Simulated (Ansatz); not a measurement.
Take Te (space group P3_121, No. 152; a = 4.624 Å, c = 5.903 Å; made of chains) as the base.

Levels (all Ansatz, a quantum-chemistry and plane-wave program, PAW): r2SCAN (500 eV, spin-orbit coupling left out); HSE06+SOC (420 eV, noncollinear with spin-orbit coupling).

The geometry is relaxed with r2SCAN.

| Quantity | Result |
|---|---|
| r2SCAN band gap | 0.55 eV |

With HSE06+SOC at the same geometry, the band gap increases by 0.086 eV to 0.63 eV.

Single points use the geometry relaxed with r2SCAN. HSE06 gaps are upper bounds (no full band path). Differences between runs with and without spin-orbit coupling are approximate. With Te present, leaving out spin-orbit coupling can change the band edges. No phonon test of stability was made. No dispersion term is included, though the crystal is made of layers, chains or molecules, so its spacings can come out too wide.
